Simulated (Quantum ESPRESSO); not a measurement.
Quantum ESPRESSO run on LaSi (Cmcm, 8 atoms in the cell): self-consistent single point.

Method of the run: PBEsol, GBRV 1.5 ultrasoft (PBESOL) pseudopotentials (plane waves; Quantum ESPRESSO).

```xyz
8
Lattice="2.3025 -6.7258 0.0000 2.3025 6.7258 0.0000 0.0000 0.0000 6.6460" Properties=species:S:1:pos:R:3 pbc="T T T"
La     2.3025     3.0269     1.6615
La     2.3025    -3.0269     4.9845
La     2.3025    -0.6925     1.6615
La     2.3025     0.6925     4.9845
Si     2.3025     5.4974     6.2215
Si     2.3025    -5.4974     0.4245
Si     2.3025    -5.4974     2.8985
Si     2.3025     5.4974     3.7475
```

Reference input (self-consistent single point, DFT, PBEsol, plane waves, GBRV 1.5 ultrasoft (PBESOL) pseudopotentials): ecutwfc = 40 Ry; ecutrho = 200 Ry; occupations = smearing; smearing = methfessel-paxton; degauss = 0.0147 Ry; potentials = {La: la_pbesol_v1.uspp.F.UPF, Si: si_pbesol_v1.uspp.F.UPF}; K_POINTS = automatic 5 5 4 1 1 1; conv_thr = 1e-10 Ry; mixing_beta = 0.3. This run's input differs from it in these lines:

```diff
@@ -16,3 +16,3 @@
  smearing = 'methfessel-paxton',
- degauss = 0.0147,
+ degauss = 0.002205,
 /
@@ -39,3 +39,3 @@
 K_POINTS {automatic}
-5 5 4  1 1 1
+6 6 4  1 1 1
```

Log, with long lists cut:

```
     Self-consistent Calculation

     iteration #  1     ecut=    40.00 Ry     beta= 0.30

     Threshold (ethr) on eigenvalues was too large:
     Diagonalizing with lowered threshold

     negative rho (up, down):  2.827E-01 0.000E+00

     total energy              =    -447.42935587 Ry
     estimated scf accuracy    <       0.17171724 Ry

     iteration #  2     ecut=    40.00 Ry     beta= 0.30

     negative rho (up, down):  2.720E-01 0.000E+00

     total energy              =    -447.45216269 Ry
     estimated scf accuracy    <       0.06014302 Ry

     iteration #  3     ecut=    40.00 Ry     beta= 0.30

     negative rho (up, down):  2.463E-01 0.000E+00

     total energy              =    -447.45326247 Ry
     estimated scf accuracy    <       0.01420104 Ry

   [... 12 blocks of this kind left out ...]

     iteration # 16     ecut=    40.00 Ry     beta= 0.30

     negative rho (up, down):  2.291E-01 0.000E+00

     total energy              =    -447.45611112 Ry
     estimated scf accuracy    <          1.5E-09 Ry

     iteration # 17     ecut=    40.00 Ry     beta= 0.30

     negative rho (up, down):  2.291E-01 0.000E+00
     End of self-consistent calculation

     the Fermi energy is    10.6088 ev

!    total energy              =    -447.45611112 Ry
     estimated scf accuracy    <          2.1E-11 Ry
     smearing contrib. (-TS)   =      -0.00002052 Ry
     internal energy E=F+TS    =    -447.45609060 Ry

     convergence has been achieved in  17 iterations

     negative rho (up, down):  2.291E-01 0.000E+00

     Forces acting on atoms (cartesian axes, Ry/au):

     atom    1 type  1   force =     0.00000000   -0.00146308    0.00000000
     atom    2 type  1   force =     0.00000000    0.00146308    0.00000000
     atom    3 type  1   force =     0.00000000    0.00108440    0.00000000
     atom    4 type  1   force =    -0.00000000   -0.00108440    0.00000000
     atom    5 type  2   force =     0.00000000    0.00162239    0.00451160
   [... lines left out ...]
     Total force =     0.009929     Total SCF correction =     0.000005
   [... lines left out ...]

     negative rho (up, down):  2.291E-01 0.000E+00
          total   stress  (Ry/bohr**3)                   (kbar)     P=      -28.32
  -0.00022475   0.00000000   0.00000000          -33.06        0.00        0.00
   0.00000000  -0.00018733   0.00000000            0.00      -27.56        0.00
   0.00000000   0.00000000  -0.00016545            0.00        0.00      -24.34

   JOB DONE.
```

The run converged in 17 iterations. Against the reference run the free energy stays essentially unchanged (within 1 meV/atom), the pressure moves little (-2.80 to -2.83 GPa) and the largest force goes from 0.094 to 0.123 eV/Å.

The starting cell comes from a database of computed structures (which also holds hypothetical and non-ambient phases and stackings), without a prior relaxation at this level.

Cost on one core of a shared machine: roughly 5 min.
